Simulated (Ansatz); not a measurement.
Model glasses of amorphous ZrO2, 62 to 67 atoms (Zr20O40 before any change). Each row is one cell at a composition chosen by hand, melted whole on the CHGNet potential with the anions pushed apart under 1.9 Å, quenched within some picoseconds, far faster than a real film, and relaxed with PBE, scalar-relativistic without spin-orbit coupling (plane waves to 420 eV, PAW; Ansatz, a quantum-chemistry and plane-wave program). Each is the lower in DFT energy of 2 quenches. Cycles of charging and discharging were tried on some cells ahead of these points, and a cell that came back lower was taken. The column on the box says what of it was relaxed with the atoms; held means as the quench left it. Cells that kept moments or hold spare charge are left out, and those that charging annealed. So are cells far out in the fitted variable, so that no row sets the line alone.

From the neutral cell one electron is taken away, or one added, and the atoms relax (PBE, the zone centre alone, moment held at 1 μB, uniform background; no image-charge correction, which leaves W too low where the charge is localised). W = E(+1) + E(−1) − 2 E(0) is the cost of moving an electron from one such cell to another; the spacing parts the highest filled and lowest empty level of the neutral cell, which ran without spin polarisation.

Formal charges balance in every cell (each cation at its usual highest valence, Cu and Ag at +1, Sb at +3, H at +1, O at −2, N at −3, F and Cl at −1). R− and R+ are the energies that the atoms' relaxation gave back after the electron was added or removed.

```json
[
 {"cell": "Zr20O41Li2", "change": "+2 Li, +1 O", "box": "volume and shape", "spacing (eV)": "3.22", "R− (eV)": "0.18", "R+ (eV)": "0.43", "spacing − R− − R+ (eV)": "2.61", "W (eV)": "2.78"},
 {"cell": "Zr20O41Ag2", "change": "+2 Ag, +1 O", "box": "shape", "spacing (eV)": "3.19", "R− (eV)": "0.33", "R+ (eV)": "0.21", "spacing − R− − R+ (eV)": "2.65", "W (eV)": "2.72"},
 {"cell": "Zr20O43Ga2", "change": "+2 Ga, +3 O", "box": "volume and shape", "spacing (eV)": "3.26", "R− (eV)": "0.20", "R+ (eV)": "0.32", "spacing − R− − R+ (eV)": "2.74", "W (eV)": "2.92"},
 {"cell": "Zr20O42Si", "change": "+2 O, +1 Si", "box": "shape", "spacing (eV)": "3.67", "R− (eV)": "0.33", "R+ (eV)": "0.38", "spacing − R− − R+ (eV)": "2.96", "W (eV)": "withheld"},
 {"cell": "Zr20O41Be", "change": "+1 Be, +1 O", "box": "shape", "spacing (eV)": "3.52", "R− (eV)": "0.23", "R+ (eV)": "0.24", "spacing − R− − R+ (eV)": "3.05", "W (eV)": "3.12"},
 {"cell": "Zr20O45P2", "change": "+5 O, +2 P", "box": "shape", "spacing (eV)": "3.72", "R− (eV)": "0.19", "R+ (eV)": "0.30", "spacing − R− − R+ (eV)": "3.23", "W (eV)": "3.29"}
]
```

### Question
Fit a straight line of the last column on the one before it through the 5 full rows, and predict the withheld value for Zr20O42Si.

### Answer
Means: x = 2.856, y = 2.966. Slope = Σ(Δx Δy) / Σ(Δx²) = 0.2528 / 0.2939 = 0.860; intercept = 2.966 − (0.860) × 2.856 = 0.510 eV; r.m.s. residual 0.041 eV. Prediction: 0.510 + (0.860) × 2.96 = 3.06 eV. The run gave 3.07 eV, a miss of 0.01 eV, within the residual.

### Question
What would a slope of 1 with no intercept mean?

### Answer
That adding and removing an electron at fixed atoms costs just the level spacing, as it does for levels spread over a large cell, so that W follows by bookkeeping. The fit has 0.860 and 0.510 eV; a departure holds the carrier's repulsion on its site, which raises W, and the uncorrected background, which lowers it.
